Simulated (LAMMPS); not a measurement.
Molecular dynamics of a melt made from Ti (hcp), 1848 atoms, at 3110 K and 0 GPa, brought to that temperature within a few picoseconds.

Method: classical MD, pair style meam/spline, file Ti.meam.spline, run in LAMMPS.

The state found is liquid. The density is 4.1390 ± 0.0007 g/cm³. The volume per atom comes out as 19.204 ± 0.003 Å³/atom and the enthalpy per atom is -3.8560 ± 0.0007 eV/atom. The first peak of g(r) is 2.79 Å, height 2.1 and the coordination number is 13.9 (counted to 4.06 Å). The self-diffusion coefficient of Ti (not corrected for cell size) is (1.170 ± 0.008) × 10^-4 cm²/s and the mean frequency of the vibrational (phonon) density of states is 4.5 THz. The cost comes out as about 70 core-minutes (a rough figure).

Potential: file Ti.meam.spline of the LAMMPS distribution; its header cites Hennig, Lenosky, Trinkle, Rudin, and Wilkins, Phys Rev B, 78, 054121 (2008).

Caution: a run this short can hold a crystal over, or a liquid under, the potential's own melting point, which these runs don't give.

States go by the mean squared displacement: a species diffuses where it passes 1.5 Å², still rises and gives D over 1e-6 cm²/s; a crystal has left its structure where atoms lie 0.35 Å off their sites on average or a cubic box changes its shape by 3 %, or the axial ratios of another lie 8 % off the starting cell's, which the potential's own relaxation can also do.

Errors of D are the spread over four groups of atoms in one short run; a floor of about 5 %, a picked value, is safer.

Uncertainties are statistical and leave out the potential's own error.

| q (1/Å) | number structure factor |
|---|---|
| 0.6800 | 0.046 |
| 0.8800 | 0.059 |
| 1.080 | 0.077 |
| 1.280 | 0.092 |
| 1.480 | 0.128 |
| 1.680 | 0.185 |
| 1.880 | 0.275 |
| 2.080 | 0.522 |
| 2.280 | 1.03 |
| 2.480 | 1.60 |
| 2.680 | 1.83 |
| 2.880 | 1.60 |
| 3.080 | 1.17 |
| 3.280 | 0.878 |
| 3.480 | 0.766 |
| 3.680 | 0.750 |
| 3.880 | 0.782 |
| 4.080 | 0.849 |
| 4.280 | 0.930 |
| 4.480 | 1.01 |
| 4.680 | 1.07 |
| 4.880 | 1.10 |
| 5.080 | 1.11 |
| 5.280 | 1.09 |
| 5.480 | 1.05 |
| 5.680 | 0.999 |
| 5.880 | 0.962 |
| 6.080 | 0.944 |
| 6.280 | 0.946 |
| 6.480 | 0.961 |
| 6.680 | 0.984 |
| 6.880 | 1.00 |
| 7.080 | 1.02 |
| 7.280 | 1.02 |
| 7.480 | 1.02 |
| 7.680 | 1.01 |
| 7.880 | 1.01 |
| 8.080 | 0.999 |
| 8.280 | 0.996 |
| 8.480 | 0.994 |
| 8.680 | 0.994 |
| 8.880 | 0.994 |
| 9.080 | 0.996 |
| 9.280 | 0.997 |
| 9.480 | 0.998 |
| 9.680 | 1.00 |
| 9.880 | 1.00 |
| 10.08 | 1.00 |
| 10.28 | 1.00 |
| 10.48 | 1.00 |
| 10.68 | 1.00 |
| 10.88 | 0.998 |
| 11.08 | 0.998 |
| 11.28 | 0.997 |
| 11.48 | 0.998 |
| 11.68 | 0.999 |
| 11.88 | 1.00 |

```tsv
t (ps)	MSD (Å²)
0.1000	0.843
0.2000	1.53
0.3000	2.23
0.4000	2.94
0.5000	3.65
0.6000	4.35
0.7000	5.07
0.8000	5.77
0.9000	6.46
1.100	7.87
1.300	9.32
1.500	10.8
1.700	12.2
2.000	14.3
2.300	16.4
2.700	19.2
3.200	22.8
3.700	26.2
4.300	30.4
5.000	35.3
5.800	41.0
6.800	48.0
7.900	55.7
9.200	64.9
10.70	75.4
12.50	88.0
14.50	102
16.90	119
19.60	138
22.80	160
26.60	187
30.90	217
36.00	252
```
